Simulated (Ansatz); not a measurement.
Thickness series in Be

Consider Be in the hcp (Mg type) structure (space group P6_3/mmc, No. 194; a = 2.264 Å, c = 3.564 Å). Axes: x lies along a and z along c of the hexagonal cell.

Free-standing slabs (1 atom(s) a layer) normal to the z axis with 15 Å of vacuum; in-plane cell held at bulk.

Level of theory: Kohn–Sham DFT with the r2SCAN functional, run in Ansatz (a program for electronic structure) with PAW and 500 eV plane waves, spin-orbit coupling left out.

Notes on the quantities. layer's space group: with vacuum; excess energy per area of both faces: slab less bulk energy over the cell's area: twice a surface energy; uncertain by up to 0.3 J/m².

| variant | layer's space group | excess energy per area of both faces | thickness between the outermost nuclei | shortest interatomic distance |
|---|---|---|---|---|
| base | – | – | – | 2.210 Å |
| 1 layer | P6/mmm (No. 191) | – | – | 2.264 Å |
| 2 layers | P-3m1 (No. 164) | 3.6 J/m² | 1.87 Å | 2.264 Å |
| 3 layers | P-6m2 (No. 187) | 3.7 J/m² | 3.70 Å | 2.264 Å |
| 4 layers | P-3m1 (No. 164) | 3.7 J/m² | 5.51 Å | 2.238 Å |
| 5 layers | P-6m2 (No. 187) | 3.7 J/m² | 7.30 Å | (withheld) |
| 6 layers | P-3m1 (No. 164) | 3.7 J/m² | 9.08 Å | 2.229 Å |
| 7 layers | P-6m2 (No. 187) | 3.7 J/m² | 10.88 Å | 2.224 Å |

### Question
What belongs in the blanks?

### Answer

- 5 layers, shortest interatomic distance: 2.235 Å

Slab and bulk use different k-meshes, which limits the precision of the excess energy. Stability against distortions was not tested.
